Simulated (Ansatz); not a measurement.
Ansatz (an electronic-structure program) run on Tc (P-3m1, 2 atoms in the cell): self-consistent single point.

Method: PBEsol, default PAW files made with PBE (plane waves; Ansatz).

The change in words: lattice scaled by 0.98; basis.ecutrho_ratio: default → 5. Reference geometry:
```
CELL_PARAMETERS angstrom
      1.36315    -2.36104     0.00000
      1.36315     2.36104     0.00000
      0.00000     0.00000     4.36805
ATOMIC_POSITIONS crystal
  Tc 0.33333 0.66667 0.26145
  Tc 0.66667 0.33333 0.75000
```

Reference input (self-consistent single point, DFT, PBEsol, plane waves, default PAW files made with PBE): basis.ecutwfc = 500 eV; kpoints.mp_grid.grid = 14 14 8; hamiltonian.xc = pbesol; hamiltonian.pseudopotentials = {kind: paw} (the program's default PAW files); scf.occupations.method = gaussian; scf.occupations.width = 0.1 eV. This run's input differs from it in these lines:

Ansatz 0.2 input:
```diff
@@ -2,10 +2,11 @@
   lattice:
-    - [1.36315000, -2.36104500, 0.00000000]
-    - [1.36315000, 2.36104500, 0.00000000]
-    - [0.00000000, 0.00000000, 4.36805000]
+    - [1.33588700, -2.31382400, 0.00000000]
+    - [1.33588700, 2.31382400, 0.00000000]
+    - [0.00000000, 0.00000000, 4.28068900]
   atoms:
-    - { symbol: Tc, position_ang: [1.36315000, 0.78701657, 1.14201357] }
-    - { symbol: Tc, position_ang: [1.36315000, -0.78701657, 3.27603750] }
+    - { symbol: Tc, position_ang: [1.33588700, 0.77127621, 1.11917330] }
+    - { symbol: Tc, position_ang: [1.33588700, -0.77127621, 3.21051675] }
 basis:
   ecutwfc: 500.0
+  ecutrho_ratio: 5
 kpoints:
```

Output (repeated stretches shortened):

```
SCF iter   1: F=—  HF=-10675.643465 eV  |F-HF|=—  |Δ(HF+E_count)|=         —  Δρ=6.27e-2  dr2=9.85e-1  ethr=3.10e-3  ⟨swp⟩=5.0  Hψ=12693  notcnv=0
all-band conjugate gradients solve this SCF's bands
preconditioner: auto → none
SCF iter   2: F=—  HF=-10675.373171 eV  |F-HF|=—  |Δ(HF+E_count)|=   2.70e-1  Δρ=3.30e-2  dr2=2.70e-1  ethr=3.10e-3  ⟨swp⟩=2.1  Hψ=5253  notcnv=0  defer=19
   [... lines left out ...]
SCF iter   4: F=—  HF=-10675.279068 eV  |F-HF|=—  |Δ(HF+E_count)|=   8.94e-4  Δρ=3.36e-3  dr2=1.05e-2  ethr=2.53e-5  ⟨swp⟩=2.3  Hψ=5646  notcnv=0  defer=19
SCF iter   5: F=—  HF=-10675.276389 eV  |F-HF|=—  |Δ(HF+E_count)|=   2.68e-3  Δρ=1.03e-4  dr2=2.60e-6  ethr=2.53e-5  ⟨swp⟩=2.0  Hψ=4540  notcnv=0  defer=19
SCF iter   6: F=—  HF=-10675.276387 eV  |F-HF|=—  |Δ(HF+E_count)|=   2.15e-6  Δρ=1.74e-5  dr2=3.54e-8  ethr=3.33e-10  ⟨swp⟩=5.0  Hψ=17398  notcnv=0
SCF iter   7: F=-10675.276387 eV  HF=-10675.276387 eV  |F-HF|=1.31e-10  |Δ(HF+E_count)|=   3.30e-9  Δρ=3.70e-6  dr2=1.23e-9  ethr=1.18e-10  ⟨swp⟩=1.9  Hψ=10677  notcnv=0
SCF 1 converged in 7 iterations: F = -10675.276387 eV  dr2 = 1.23e-9
Free energy (F): -10675.276387 eV
Internal energy: -10675.267518 eV  (E = F + TS)
E sigma→0 (E₀):  -10675.271952 eV
Entropy (-TS):   -0.008870 eV (-4.435 meV/atom)
Fermi energy:    24.359708 eV
--- Forces (eV/Å), atoms counted from 1 ---
  atom   1  Tc    -0.00000000     0.00000000    -0.28022201
  atom   2  Tc     0.00000000    -0.00000000     0.28022201
--- Stress (GPa, compression-positive) ---
       21.330403       0.000000       0.000000
        0.000000      21.330403      -0.000000
        0.000000       0.000000      21.334994
  P = ⅓ Tr σ = 21.3319 GPa (213.319 kbar)
  The stress holds the Pulay correction. Without it, at fixed plane waves, as pw.x and ABINIT print it: P = 21.3130 GPa
```

The run converged in 7 iterations. Against the reference run the free energy goes up by 49.5 meV/atom, the pressure goes from -0.97 to 21.33 GPa and the largest force goes from 0.094 to 0.280 eV/Å.

The starting cell has typed, rounded lattice constants, without a prior relaxation at this level. Its lattice was rescaled by up to half a per cent. One atom was moved a little off its site on purpose. For this run, on top of that: lattice scaled by 0.98. Spin polarisation is off. Ansatz's pressure includes its estimate of the finite-basis (Pulay) stress.
